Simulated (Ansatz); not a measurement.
Consider CdS in the zinc blende structure (space group F-43m, No. 216; a = 5.824 Å).

The values are results of plane-wave PAW DFT at the PBEsol level (Ansatz, an electronic-structure program, 420 eV), no spin-orbit coupling, not measurements.

Base values:

The gap character is direct at Γ, the hole mass is 0.12, 0.75, 0.75 mₑ (at Γ) and the pressure is 0.00 GPa. The band gap is 1.01 eV.

One thing is altered: an isotropic linear strain of +5.91 %, atoms relaxed at fixed cell.

### Question
How does this affect the gap character?

### Answer
The gap character remains direct at Γ.

### Question
How does this affect the hole mass?

### Answer
The hole mass (degenerate bands, along [100]) changes from 0.12, 0.75, 0.75 mₑ (at Γ) to 0.087, 0.96, 0.96 mₑ (at Γ).

### Question
Predict the new pressure.

### Answer
The pressure goes from zero to -7.11 GPa.

### Question
What does the calculation give for the band gap after the change?

### Answer
The band gap drops by 0.36 eV, from 1.01 eV to 0.65 eV.

Effective masses come from finite differences of ±0.01 Å⁻¹. Gaps are Kohn–Sham eigenvalue differences; semilocal functionals usually give less than the measured gap. No phonon test of stability was made.
